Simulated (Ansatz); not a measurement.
The reference is Au in the diamond structure (space group Fd-3m, No. 227; a = 6.0250 Å; a hypothetical phase, not in the database extracts checked).

The values are results of plane-wave PAW DFT at the PBEsol level (Ansatz, a program for electronic structure, 420 eV), no spin-orbit coupling, not measurements.

Base values:

The lattice parameter a comes out as 6.025 Å.

It is then changed as follows: cell and atoms relaxed at a pressure of 0.3 GPa.

Task: What does the calculation give for the lattice parameter a after the change?

Result: The lattice parameter a falls by 0.009 Å to 6.016 Å.

Load acts through the strain it causes; cell and atoms are relaxed under it. Whether these cells are dynamically stable was not tested.
